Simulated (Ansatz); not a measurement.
**BP (model structure, started from the NiAs type, P6₃/mmc, No. 194, 4 atoms in the cell): properties by level of theory**

```
level (code)         lattice parameter a (Å)  lattice parameter c (Å)
-------------------  -----------------------  -----------------------
PBE (Ansatz)                             ___                    5.078
PBEsol (Ansatz)                        3.040                    5.054
PBE-D3(BJ) (Ansatz)                    3.027                      ___
```

### Question
Fill in the missing entries.

### Answer

- PBE (Ansatz, a first-principles code), lattice parameter a (Å): 3.067
- PBE-D3(BJ) (Ansatz), lattice parameter c (Å): 5.026

Ansatz's density-functional and Hartree–Fock values are scalar-relativistic unless marked +SOC, with PAW data made under PBE.

The computed numbers hold no vibrational or temperature effects.

A model structure was made by putting elements into a prototype or built by hand; it is no filed structure, need not be a known phase, and can be a saddle point held by its symmetry.
